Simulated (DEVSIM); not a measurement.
System: illuminated Si n-on-p cell, one wavelength, with a back-surface field, at 400 K.

| layer (left to right) | material | thickness (μm) | Nd (cm⁻³) | Na (cm⁻³) | τn (s) | τp (s) | absorption coefficient (cm⁻¹) |
|---|---|---|---|---|---|---|---|
| 1 | Si | 0.110 | 9.9e18 | - | 4.6e-7 | 8.4e-8 | 2600 |
| 2 | Si | 260 | - | 6.4e16 | 4.2e-6 | 4.2e-6 | 2600 |
| 3 | Si | 0.110 | - | 2.5e18 | 4.2e-6 | 4.2e-6 | 2600 |

Left contact: ohmic, minority hole recombination velocity 20 cm/s. Right contact: ohmic, minority electron recombination velocity 5e6 cm/s. Voltage is applied to the left contact. Recombination: SRH at mid-gap, radiative, Auger. Light enters at the left, 2.2e18 photons cm⁻² s⁻¹, one pass, no reflection. Mobility is constant in doping.

The device is made up for the run: typed textbook-type constants, with dimensions and the other settings drawn at random. Values at 300 K; Nc and Nv go as T^1.5, mobilities as T to minus their exponent, the gap by Varshni's rule with the affinity fixed.

```tsv
parameter	Si
gap (eV)	1.124
affinity (eV)	4.05
permittivity	11.7
Nc (cm⁻³)	2.86e19
Nv (cm⁻³)	3.1e19
μn (cm²/Vs)	1417
μp (cm²/Vs)	470
T exponent of μn	2.3
T exponent of μp	2.2
B (cm³/s)	4.7e-15
Cn (cm⁶/s)	2.8e-31
Cp (cm⁶/s)	9.9e-32
Varshni α (eV/K)	0.000473
Varshni β (K)	636
```

DEVSIM, 1D drift-diffusion, Boltzmann statistics, complete ionisation; no tunnelling, impact ionisation, image-force lowering or self-heating.

The photon flux was swept, all else fixed.

| photon flux (cm^-2 s^-1) | largest power (mW/cm²) | open-circuit voltage (V) | share of generated pairs collected at short circuit | fill factor |
|---|---|---|---|---|
| 6.6e16 | 2.70 | 0.373 | 0.965 | 0.71 |
| 2.2e17 | 10.3 | 0.415 | 0.966 | 0.73 |
| 6.6e17 | 34.3 | 0.453 | 0.966 | 0.74 |
| 2.2e18 | 127 | 0.494 | 0.966 | 0.75 |
| 6.6e18 | 412 | 0.531 | 0.967 | 0.76 |
| 2.2e19 | 1450 | 0.570 | 0.971 | 0.74 |
| 6.6e19 | 4270 | 0.602 | 0.980 | 0.68 |

From the first row to the last the largest power goes from 2.70 to 4270. From the first row to the last the open-circuit voltage goes from 0.373 to 0.602.
